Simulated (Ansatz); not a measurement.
Take BeTe in the zinc blende structure (space group F-43m, No. 216; a = 5.604 Å) as the base. Axes: x, y, z lie along the cube axes.

The values are results of Kohn–Sham DFT with the PBEsol functional, run in Ansatz (a quantum-chemistry and plane-wave program) with PAW and 420 eV plane waves, without spin-orbit coupling, not measurements.

For the base:

* **Smallest direct gap**: 3.61 eV

Perturbation: biaxial strain +0.42 %, plane normal [111], relaxed out of plane (Cartesian); in-plane vectors clamped, the third vector and the atoms free.

Q: Estimate the effect on the smallest direct gap.

A: The smallest direct gap falls by 0.044 eV to 3.56 eV.

Q: Estimate the effect on the energy relative to the base.

A: The energy goes up by 0.3 meV/atom.

Q: How does this affect the in-plane stress?

A: The mean in-plane stress (compression positive) comes out as -0.6 GPa.

Spin-orbit coupling, missing from the scalar runs, can matter with Te. Whether these cells are dynamically stable was not tested.
